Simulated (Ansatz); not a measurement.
Reference: AlAs (F-43m), PBEsol with spin-orbit coupling, rigid bands (plane waves, PAW; Ansatz, a first-principles code); geometry: cell and atoms relaxed with PBEsol.

AlAs has the cubic space group F-43m (No. 216), the zinc blende structure, Pearson symbol cF8. Conventional cell: a = b = c = 5.6748 Å, α = β = γ = 90.00°. Al on 4a sees 4 As at 2.457 Å (tetrahedral). As on 4c has 4 Al at 2.457 Å (tetrahedral). (Neighbours: up to the widest gap in distance over summed covalent radii, below 1.35, at either atom; cation-cation and far metal-metal contacts left out.)
(The calculation used a cell of 2 atoms; values per cell refer to that cell.)

- band gap = 1.25 eV
- hole conductivity mass = 0.59 mₑ
- Seebeck coefficient, p-type 1e19 cm⁻³ = 303 μV/K

Swap Al for Ga, keeping the structure type. How do these values move?

GaAs (F-43m): volume per atom 22.8 to 22.6 Å³; band gap falls (1.25 eV to 0.32 eV); hole conductivity mass falls (0.59 mₑ to 0.41 mₑ); Seebeck coefficient, p-type 1e19 cm⁻³ falls (303 μV/K to 241 μV/K).

Replace Al by B on the same sites and relax. What happens?

BAs (F-43m): volume per atom 22.8 to 13.5 Å³; band gap falls (1.25 eV to 1.01 eV); hole conductivity mass falls (0.59 mₑ to 0.34 mₑ); Seebeck coefficient, p-type 1e19 cm⁻³ falls (303 μV/K to 246 μV/K).

Swap As for P, keeping the structure type. How do these values move?

AlP (F-43m): volume per atom 22.8 to 20.5 Å³; band gap rises (1.25 eV to 1.43 eV); hole conductivity mass rises (0.59 mₑ to 0.68 mₑ); Seebeck coefficient, p-type 1e19 cm⁻³ rises (303 μV/K to 399 μV/K).

Moves up to 5 % count as about the same. Masses are for dilute carriers at 300 K, harmonic means over directions unless an axis is named. Seebeck coefficients are for the stated density at 300 K, with one relaxation time for all states and whether or not that doping can be reached.
